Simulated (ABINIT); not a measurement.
Input and output of a self-consistent single point for TaAl3 (I4/mmm, 4 atoms in the cell) (ABINIT)

Computed with PBEsol, PAW (JTH v2.0 PBE PAW, files made for PBE) (plane waves; ABINIT).

Input:

```
# TaAl3, JTH v2.0 PBE PAW
pp_dirpath "./"
pseudos "Ta.GGA_PBE-JTH.xml, Al.GGA_PBE-JTH.xml"
acell 3*1.0
rprim
        -3.6227939535    3.6227939535    8.0337832250
         3.6227939535   -3.6227939535    8.0337832250
         3.6227939535    3.6227939535   -8.0337832250
natom 4
ntypat 2
znucl 73 13
typat 1 2 2 2
xcart
         0.0000000000    0.0000000000    0.0000000000
        -0.0000000000    0.0000000000    4.2512950000
         0.0000000000    1.9171000000    2.1256475000
         1.9171000000    0.0000000000    2.1256475000
      Angstrom
ecut 42 Ry
pawecutdg 84 Ry
pawxcdev 0
ixc -116133
occopt 7
tsmear 0.1 eV
nband 16
kptopt 1
ngkpt 11 11 11
nshiftk 1
shiftk 0 0 0
nstep 60
tolvrs 1.0e-11
prtwf 0
prtden 0
prtvol 1
```

The program printed (abridged):

```
 Symmetries : space group I4/m m m (#139); Bravais tI (body-center tetrag.)

 -outvars: echo values of preprocessed input variables --------
            acell      1.0000000000E+00  1.0000000000E+00  1.0000000000E+00 Bohr
             ecut      2.10000000E+01 Hartree
              ixc     -116133
         kptrlatt       11    0    0      0   11    0      0    0   11
          kptrlen      7.97014670E+01
            natom           4
            nband          16
            ngfft          40      40      40
          ngfftdg          60      60      60
             nkpt         126
            nstep          60
             nsym          16
           ntypat           2
           occopt           7
        pawecutdg      4.20000000E+01 Hartree
         pawxcdev           0
            rprim     -3.6227939535E+00  3.6227939535E+00  8.0337832250E+00
                       3.6227939535E+00 -3.6227939535E+00  8.0337832250E+00
                       3.6227939535E+00  3.6227939535E+00 -8.0337832250E+00
          spgroup         139
           tolvrs      1.00000000E-11
           tsmear      3.67493254E-03 Hartree
            typat      1  2  2  2
           useylm           1
             xred      0.0000000000E+00  0.0000000000E+00  0.0000000000E+00
                       5.0000000000E-01  5.0000000000E-01  0.0000000000E+00
                       7.5000000000E-01  2.5000000000E-01  5.0000000000E-01
                       2.5000000000E-01  7.5000000000E-01  5.0000000000E-01
            znucl       73.00000   13.00000

== DATASET  1 ==================================================================

 Real(R)+Recip(G) space primitive vectors, cartesian coordinates (Bohr,Bohr^-1):
 R(1)= -3.6227940  3.6227940  8.0337832  G(1)=  0.0000000  0.1380150  0.0622372
 R(2)=  3.6227940 -3.6227940  8.0337832  G(2)=  0.1380150  0.0000000  0.0622372
 R(3)=  3.6227940  3.6227940 -8.0337832  G(3)=  0.1380150  0.1380150  0.0000000
 Unit cell volume ucvol=  4.2176192E+02 bohr^3
 Angles (23,13,12)=  1.35306745E+02  1.35306745E+02  6.50539597E+01 degrees

 Coarse grid specifications (used for wave-functions):

 getcut: wavevector=  0.0000  0.0000  0.0000  ngfft=  40  40  40
         ecut(hartree)=     21.000   => boxcut(ratio)=   2.03558

 Fine grid specifications (used for densities):

 getcut: wavevector=  0.0000  0.0000  0.0000  ngfft=  60  60  60
         ecut(hartree)=     42.000   => boxcut(ratio)=   2.15906

   1.45096079E+03                                ecore*ucvol(ha*bohr**3)

 newkpt: prtvol=0 or 1, do not print more k-points.
_setup2: Arith. and geom. avg. npw (full set) are    1938.358    1938.340

--- !BeginCycle
solver: {iscf: 17, nstep: 60, nline: 4, wfoptalg: 10, }
tolerances: {tolvrs: 1.00E-11, }
...

     iter   Etot(hartree)      deltaE(h)  residm     nres2
 ETOT  1  -62.797050135814    -6.280E+01 7.351E+00 8.693E+00
 ETOT  2  -65.401421833808    -2.604E+00 6.675E-02 6.500E+00
 ETOT  3  -65.392891685057     8.530E-03 6.816E-02 2.033E+00
 ETOT  4  -65.388869905385     4.022E-03 1.167E-02 1.012E-01
 ETOT  5  -65.388684504222     1.854E-04 3.916E-03 8.577E-03
 ETOT  6  -65.388692343685    -7.839E-06 2.087E-03 7.592E-04
   [... 2 lines left out ...]
 ETOT  9  -65.388690644973     3.839E-09 1.011E-03 2.555E-07
 ETOT 10  -65.388690645085    -1.121E-10 7.277E-04 7.725E-09
 ETOT 11  -65.388690645120    -3.465E-11 7.835E-04 1.127E-09
 ETOT 12  -65.388690645118     1.776E-12 4.454E-04 3.629E-11
 ETOT 13  -65.388690645117     5.826E-13 5.164E-04 9.738E-13

 At SCF step   13       nres2   =  9.74E-13 < tolvrs=  1.00E-11 =>converged.

 Cartesian components of stress tensor (hartree/bohr^3)
  sigma(1 1)=  1.02102675E-05  sigma(3 2)=  0.00000000E+00
  sigma(2 2)=  1.02102675E-05  sigma(3 1)=  0.00000000E+00
  sigma(3 3)=  1.40895285E-06  sigma(2 1)=  0.00000000E+00

 ----iterations are completed or convergence reached----

 reduced coordinates (array xred) for    4 atoms
       0.000000000000      0.000000000000      0.000000000000
       0.500000000000      0.500000000000      0.000000000000
       0.750000000000      0.250000000000      0.500000000000
       0.250000000000      0.750000000000      0.500000000000
 cartesian forces (eV/Angstrom) at end:
    1     -0.00000000000000    -0.00000000000000    -0.00000000000000
    2     -0.00000000000000    -0.00000000000000    -0.00000000000000
    3     -0.00000000000000     0.00000000000000     0.00000000000000
    4      0.00000000000000     0.00000000000000    -0.00000000000000
 frms,max,avg= 3.2524951E-30 6.2983795E-30   0.000E+00  0.000E+00  0.000E+00 e/A
 length scales=  1.000000000000  1.000000000000  1.000000000000 bohr
              =  0.529177208590  0.529177208590  0.529177208590 angstroms
 Fermi (or HOMO) energy (hartree) =   0.27418   Average Vxc (hartree)=  -0.40234
 Eigenvalues (hartree) for nkpt= 126  k points:
 kpt#   1, nband= 16, wtk=  0.00075, kpt=  0.0000  0.0000  0.0000 (reduced coord)
  -2.21134   -0.98366   -0.98366   -0.97677   -0.12930    0.12663    0.16389    0.16768
   0.19122    0.19122    0.28023    0.32234    0.32234    0.33910    0.34703    0.43606
      occupation numbers for kpt#   1
   2.00000    2.00000    2.00000    2.00000    2.00000    2.00000    2.00000    2.00000
   2.00000    2.00000    0.01979    0.00000    0.00000    0.00000    0.00000    0.00000
 prteigrs : prtvol=0 or 1, do not print more k-points.

--- !EnergyTerms
comment             : Components of total free energy in Hartree
kinetic             :  8.75635554047546E+00
hartree             :  1.47985006881893E+01
xc                  : -1.13979632097148E+01
Ewald energy        : -4.82896243017621E+01
psp_core            :  3.44023655871932E+00
local_psp           : -1.82279403325805E+01
spherical_terms     : -1.44681390157109E+01
internal            : -6.53885740723842E+01
'-kT*entropy'       : -1.17122231111686E-04
total_energy        : -6.53886911946153E+01
total_energy_eV     : -1.77931677619968E+03
...

-Cartesian components of stress tensor (GPa)         [Pressure= -2.1408E-01 GPa]
- sigma(1 1)=  3.00396391E-01  sigma(3 2)=  0.00000000E+00
- sigma(2 2)=  3.00396391E-01  sigma(3 1)=  0.00000000E+00
- sigma(3 3)=  4.14528171E-02  sigma(2 1)=  0.00000000E+00

 Calculation completed.
```

The run converged in 13 iterations.

The starting cell comes from a database of computed structures (which also holds hypothetical and non-ambient phases and stackings), without a prior relaxation at this level. Spin polarisation is off. The potentials were made for another functional than the one used.

Cost on one core of a shared machine: roughly 5 min.
